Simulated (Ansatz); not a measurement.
For CaO (Fm-3m, No. 225; start mp-1079707), PBE-D3(BJ) (Ansatz, an electronic-structure program, plane waves, PAW) gives:

| Item | Result |
|---|---|
| lattice parameter a | 4.783 Å |
| cohesive energy | 5.74 eV/atom |

Task: What does r²SCAN (Ansatz, PAW) give for the same quantities?

Result: 
- lattice constant a: 4.795 Å (grows by 0.3 %)
- cohesive energy: 5.68 eV/atom (falls by 0.06 eV/atom)

Changes are worked out from the printed values.

Unless a cell is named, each level is at its own relaxed cell (PBE-D3(BJ) 13.68, r²SCAN 13.78 Å³/atom).

Caveats: the relaxation could not lower the start's symmetry, so the cell can be a saddle point above a distorted one (PBE-D3(BJ), r²SCAN). Ansatz's density-functional and Hartree–Fock values are scalar-relativistic unless marked +SOC, with PAW data made under PBE.

A start named mp-… is a Materials Project structure, which can be a computed phase never made.
